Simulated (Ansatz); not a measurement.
## SrTiO3 in the cubic perovskite structure (space group Pm-3m, No. 221)

```cif
data_O3SrTi
_chemical_formula_sum 'Sr1 Ti1 O3'
_space_group_name_H-M_alt 'Pm-3m'
_space_group_IT_number 221
_space_group_name_Hall '-P 4 2 3'
_cell_length_a 3.90695
_cell_length_b 3.90695
_cell_length_c 3.90695
_cell_angle_alpha 90.000
_cell_angle_beta 90.000
_cell_angle_gamma 90.000
loop_
_atom_site_label
_atom_site_type_symbol
_atom_site_symmetry_multiplicity
_atom_site_Wyckoff_symbol
_atom_site_fract_x
_atom_site_fract_y
_atom_site_fract_z
_atom_site_occupancy
Sr1 Sr 1 a 0.00000 0.00000 0.00000 1
Ti1 Ti 1 b 0.50000 0.50000 0.50000 1
O1 O 3 c 0.00000 0.50000 0.50000 1
```

Level of theory: r2SCAN (Ansatz, a program for electronic structure; PAW; 500 eV plane waves; no spin-orbit coupling). Γ-centred 9×9×9 mesh, Fermi–Dirac width 0.05 eV.

| Item | Value |
|---|---|
| Volume per atom | 11.93 Å³ |
| Density | 5.11 g/cm³ |
| Band gap | 2.26 eV, indirect, R → Γ |
| Lowest conduction-band minima above the VBM | Γ 2.26 eV |
| Total energy | -1554.945 eV/atom (σ→0; compares only within this code and set-up) |

Stability against distortions was not tested. The final runs are not spin-polarised. Many cubic perovskites are stable only at high temperature; tilts and polar distortions were not tested.
